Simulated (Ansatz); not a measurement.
Consider GaN in the zinc blende structure (space group F-43m, No. 216; a = 4.498 Å). Axes: x, y, z lie along the cube axes.

The values are results of Kohn–Sham DFT with the PBEsol functional, run in Ansatz (a program for electronic structure) with PAW and 420 eV plane waves, without spin-orbit coupling, not measurements.

For the base:

The valence-band top at Γ is 0.00, 0.00, 0.00 eV and the shortest interatomic distance is 194.8 pm. The electron mass is 0.15 mₑ (at Γ).

It is then changed as follows: uniaxial stress, 5 GPa tension along x, with the cell and atoms free to relax against it.

Q: How does this affect the valence-band top at Γ, shortest interatomic distance, electron mass and strain response?

A: The valence-band top at Γ (three highest levels, from the VBM) changes from 0.00, 0.00, 0.00 eV to 0.00, 0.00, -0.18 eV; the shortest interatomic distance goes up by 0.6 pm, from 194.8 pm to 195.4 pm; the electron mass goes from 0.15 mₑ (at Γ) to 0.16 mₑ along x, 0.15 mₑ across (at Γ); the strain response (xx, yy, zz) is (+2.78, −0.94, −0.94) %.

The levels and masses belong to the bands next to the band gap. Effective masses come from finite differences of ±0.01 Å⁻¹. Beyond what the load breaks, stability against distortions was not tested. This is not the structure that GaN has at room temperature and ambient pressure.
